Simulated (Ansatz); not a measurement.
The parent structure is SrTiO3 in the cubic perovskite structure (space group Pm-3m, No. 221; a = 3.891 Å).

The values are results of PBEsol (Ansatz, a first-principles code, PAW, spin-orbit coupling left out), not measurements.

For the base:

* **Lattice parameter a**: 3.891 Å
* **Width of the top valence band**: 1.05 eV

Now apply this change: cell and atoms relaxed at a pressure of 30 GPa.

Estimate the effect on the lattice parameter a.

The lattice parameter a shrinks by 0.157 Å, from 3.891 Å to 3.734 Å.

What does the calculation give for the width of the top valence band after the change?

The width of the top valence band goes up by 0.18 eV, from 1.05 eV to 1.23 eV.

The levels and masses belong to the bands next to the band gap. Load acts through the strain it causes; cell and atoms are relaxed under it. No phonon test of stability was made. Competing high-pressure phases were not computed. The final runs are not spin-polarised. Many cubic perovskites are stable only at high temperature; tilts and polar distortions were not tested.
